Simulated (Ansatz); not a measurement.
Base system: CuI in the zinc blende structure (space group F-43m, No. 216).

CuI is modelled in the cubic space group F-43m (No. 216), the zinc blende structure, Pearson symbol cF8. Lattice parameters: a = b = c = 5.9393 Å, α = β = γ = 90.00°. I on 4c has 4 Cu at 2.572 Å (tetrahedral). Cu on 4a sees 4 I at 2.572 Å (tetrahedral). (Neighbours: up to the widest gap in distance over summed covalent radii, below 1.35, at either atom; cation-cation and far metal-metal contacts left out.)
(The calculation used a cell of 2 atoms; values per cell refer to that cell.)

Level of theory: DFT with PBEsol, PAW potentials and a 420 eV plane-wave cutoff in Ansatz (a quantum-chemistry and plane-wave program), no SOC.

The change: every I is replaced by Cl, then cell and atoms are relaxed.

Measured lattice parameter a: CuI 6.053 Å (temperature not stated; as listed in arXiv:2305.18931); CuCl 5.4093 Å (0 K or low temperature; as listed in arXiv:1206.3780).

Task: How well does PBEsol reproduce the measured shift?

Result: With PBEsol the lattice parameter a moves by -0.649 Å (5.939 → 5.290) against -0.644 Å measured.

Spin-orbit coupling, missing from the scalar runs, can matter with I. Stability against distortions was not tested. No Hubbard U is applied. The final runs are not spin-polarised.
